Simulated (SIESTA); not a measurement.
SIESTA run on CsSbO3 (Pm-3m, 5 atoms in the cell): self-consistent single point.

Level of theory: GGA PBEsol with spin-orbit coupling, numerical atomic orbitals TZP, PseudoDojo PBEsol fully relativistic norm-conserving potentials (rewritten from UPF to PSML) run with SIESTA.

```
CELL_PARAMETERS angstrom
      4.21598     0.00000     0.00000
      0.00000     4.21598     0.00000
      0.00000     0.00000     4.21598
ATOMIC_POSITIONS crystal
  Cs 0.00000 0.00000 0.00000
  Sb 0.50000 0.50000 0.50000
  O  0.50000 0.50000 0.00000
  O  0.00000 0.50000 0.50000
  O  0.50000 0.00000 0.50000
```

Reference input (self-consistent single point, DFT, GGA PBEsol, numerical atomic orbitals TZP, PseudoDojo PBEsol standard norm-conserving potentials (rewritten from UPF to PSML)): XC.functional = GGA; XC.authors = PBEsol; potentials = PseudoDojo PBEsol standard; PAO.BasisSize = TZP; PAO.EnergyShift = 0.01 Ry; MeshCutoff = 300 Ry; kgrid.MonkhorstPack = 8 8 8; OccupationFunction = FD; ElectronicTemperature = 0.1 eV; MaxSCFIterations = 150; SCF.Mixer.Method = Pulay; SCF.Mixer.Weight = 0.1. This run's input differs from it in these lines:

```diff
@@ -1,2 +1,2 @@
-# files in the folder: Cs.psml Sb.psml O.psml (PseudoDojo PBEsol standard)
+# files in the folder: Cs.psml Sb.psml O.psml (PseudoDojo PBEsol fully relativistic)
 SystemName  CsSbO3
@@ -38,2 +38,10 @@
 ElectronicTemperature        0.1 eV
+Spin                         spin-orbit
+%block DM.InitSpin
+  1 0.00 0.00 0.00
+  2 0.00 0.00 0.00
+  3 0.00 0.00 0.00
+  4 0.00 0.00 0.00
+  5 0.00 0.00 0.00
+%endblock DM.InitSpin
```

Output (repeated stretches shortened):

```
        iscf     Eharris(eV)        E_KS(eV)     FreeEng(eV)     dDmax    Ef(eV) dHmax(eV)
   scf:    1    -4421.824303    -4441.187063    -4441.193107  1.469496 -8.057277 10.514221
     spin moment: {S} , |S| = {    0.00000    0.00000   -0.00000 }     0.00000
   scf:    2    -4446.028968    -4443.745325    -4443.759940  0.028601 -7.765641  8.451172
     spin moment: {S} , |S| = {    0.00000   -0.00000   -0.00000 }     0.00000
   scf:    3    -4447.784029    -4446.624033    -4446.667813  0.079840 -6.890487  2.873620
     spin moment: {S} , |S| = {    0.00000    0.00000   -0.00000 }     0.00000
   [... lines left out ...]
     spin moment: {S} , |S| = {   -0.00000   -0.00000    0.00000 }     0.00000
   scf:   10    -4446.762017    -4446.761792    -4446.831816  0.000191 -7.100895  0.001429
     spin moment: {S} , |S| = {    0.00000   -0.00000    0.00000 }     0.00000
   scf:   11    -4446.761738    -4446.761770    -4446.831816  0.000032 -7.100834  0.000011
     spin moment: {S} , |S| = {   -0.00000   -0.00000   -0.00000 }     0.00000
   scf:   12    -4446.761770    -4446.761770    -4446.831816  0.000001 -7.100834  0.000010
     spin moment: {S} , |S| = {   -0.00000    0.00000    0.00000 }     0.00000
SCF Convergence by DM+H criterion
max |DM_out - DM_in|         :     0.0000008489
max |H_out - H_in|      (eV) :     0.0000098092
SCF cycle converged after 12 iterations

Using DM_out to compute the final energy and forces

siesta: E_KS(eV) =            -4446.7618

siesta: E_KS - E_eggbox =     -4446.7618

siesta: Atomic forces (eV/Ang):
     1    0.000000    0.000000    0.000000
     2    0.000000    0.000000    0.000000
     3    0.000000    0.000000   -0.000000
     4   -0.000000    0.000000    0.000000
     5    0.000000   -0.000000    0.000000
   Tot    0.000000    0.000000    0.000000
   Max    0.000000
   Res    0.000000    sqrt( Sum f_i^2 / 3N )
   Max    0.000000    constrained

Stress tensor Voigt[x,y,z,yz,xz,xy] (kbar):       37.00       37.00       37.00        0.00        0.00        0.00
   [... lines left out ...]
siesta: FreeEng =     -4446.831816
   [... lines left out ...]
siesta:     0.023097    0.000000    0.000000
siesta:     0.000000    0.023097    0.000000
siesta:     0.000000    0.000000    0.023097

siesta: Cell volume =         74.937150 Ang**3

siesta: Pressure (static):
siesta:                Solid            Molecule  Units
siesta:          -0.00025155         -0.00025155  Ry/Bohr**3
siesta:          -0.02309661         -0.02309661  eV/Ang**3
siesta:         -37.00485361        -37.00485622  kBar
```

The run converged in 12 iterations. Against the reference run the pressure goes from -3.54 to -3.70 GPa.

The starting cell comes from a database of computed structures (which also holds hypothetical and non-ambient phases and stackings), without a prior relaxation at this level. Its lattice was rescaled by a random factor within 2.5 % of one. Values carry the incompleteness of an atom-centred basis. With a pressure of about -4 GPa the cell is away from its equilibrium volume at this level. The run gives no clean gap (levels at the Fermi energy touch, overlap or are partly filled at this smearing), which alone does not show that the compound is a metal.

Cost on one core of a shared machine: roughly 2 min.
